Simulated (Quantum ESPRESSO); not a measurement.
Quantum ESPRESSO run on Ca₂GaCu₂ (P1, 5 atoms in the cell): self-consistent single point.

Method: PBEsol, GBRV 1.5 ultrasoft (PBESOL) pseudopotentials (plane waves; Quantum ESPRESSO).

The change in words: atoms moved at random. Reference geometry:
```
Ca2GaCu2
1.0
    2.18686     2.72865     4.58024
   -2.18686     2.72865     4.58024
   -2.18686    -2.72865     4.58024
Ca Ga Cu
2 1 2
Direct
  0.80549   0.50000   0.30549
  0.19451   0.50000   0.69451
  0.00000   0.00000   0.00000
  0.50000   0.75353   0.74647
  0.50000   0.24647   0.25353
```

Reference input (self-consistent single point, DFT, PBEsol, plane waves, GBRV 1.5 ultrasoft (PBESOL) pseudopotentials): ecutwfc = 50 Ry; ecutrho = 400 Ry; occupations = smearing; smearing = fermi-dirac; degauss = 0.0073499 Ry; K_POINTS = automatic 5 5 5 0 0 0; conv_thr = 1e-10 Ry. This run's input differs from it in these lines:

```diff
@@ -8,6 +8,3 @@
 &system
- ibrav = 11,
- celldm(1) = 8.2651405047,
- celldm(2) = 1.247745856849,
- celldm(3) = 2.094435314162,
+ ibrav = 0,
  nat = 5,
@@ -27,8 +24,12 @@
 Cu    63.5460  cu_pbesol_v1.2.uspp.F.UPF
+CELL_PARAMETERS angstrom
+  -2.1868620000     2.7286480000     4.5802410000
+   2.1868620000    -2.7286480000     4.5802410000
+   2.1868620000     2.7286480000    -4.5802410000
 ATOMIC_POSITIONS angstrom
-Ca   -2.1868620000    0.0000000000    2.7984356462
-Ca    0.0000000000   -2.7286480000    1.7818053538
-Ga    0.0000000000    0.0000000000    0.0000000000
-Cu    0.0000000000   -1.3450597451    4.5802410000
-Cu   -2.1868620000   -1.3835882549    0.0000000000
+Ca    2.1534183194   -0.0336033001    2.7755023795
+Ca    0.0447738126    2.7448125108    1.7859550522
+Ga    0.0215996360    0.0245823898   -0.0097513331
+Cu   -0.0319172509    1.3323742606    4.5811158260
+Cu    2.1858472960    1.3891274103    0.0276646556
 K_POINTS automatic
```

Output (repeated stretches shortened):

```
     Self-consistent Calculation

     iteration #  1     ecut=    50.00 Ry     beta= 0.70

     total energy              =   -1365.05435836 Ry
     estimated scf accuracy    <      10.20865064 Ry

     iteration #  2     ecut=    50.00 Ry     beta= 0.70

     total energy              =   -1369.51062671 Ry
     estimated scf accuracy    <      21.01107756 Ry

     iteration #  3     ecut=    50.00 Ry     beta= 0.70

     total energy              =   -1371.69960000 Ry
     estimated scf accuracy    <       1.14272587 Ry

   [... 12 blocks of this kind left out ...]

     iteration # 16     ecut=    50.00 Ry     beta= 0.70

     total energy              =   -1371.80462483 Ry
     estimated scf accuracy    <          2.8E-10 Ry

     iteration # 17     ecut=    50.00 Ry     beta= 0.70
     End of self-consistent calculation

     the Fermi energy is     9.2409 ev

!    total energy              =   -1371.80462483 Ry
     estimated scf accuracy    <          2.7E-11 Ry
     smearing contrib. (-TS)   =      -0.00571105 Ry
     internal energy E=F+TS    =   -1371.79891379 Ry

     convergence has been achieved in  17 iterations

     Forces acting on atoms (cartesian axes, Ry/au):

     atom    1 type  1   force =     0.00486971    0.00621122    0.00504551
     atom    2 type  1   force =    -0.00660910   -0.00344585   -0.00186309
     atom    3 type  2   force =    -0.00531191   -0.00426140    0.00081236
     atom    4 type  3   force =     0.00481404    0.00227716   -0.00067285
     atom    5 type  3   force =     0.00223727   -0.00078112   -0.00332193

     Total force =     0.015469     Total SCF correction =     0.000008

          total   stress  (Ry/bohr**3)                   (kbar)     P=      -48.00
  -0.00042393   0.00000458  -0.00000219          -62.36        0.67       -0.32
   0.00000458  -0.00030107  -0.00000233            0.67      -44.29       -0.34
  -0.00000219  -0.00000233  -0.00025390           -0.32       -0.34      -37.35

   JOB DONE.
```

The run converged in 17 iterations. Against the reference run the free energy rises by 3.7 meV/atom, the pressure hardly changes (-4.81 to -4.80 GPa) and the largest force goes from 0.047 to 0.241 eV/Å. The full log also holds: “c_bands:  1 eigenvalues not converged”.

The starting cell comes from a database of computed structures (which also holds hypothetical and non-ambient phases and stackings), without a prior relaxation at this level. Its lattice was rescaled by a random factor within 2.5 % of one. For this run, on top of that: atoms moved at random. Spin polarisation is off. With a pressure of about -5 GPa the cell is away from its equilibrium volume at this level.

Cost on one core of a shared machine: roughly 9 min.
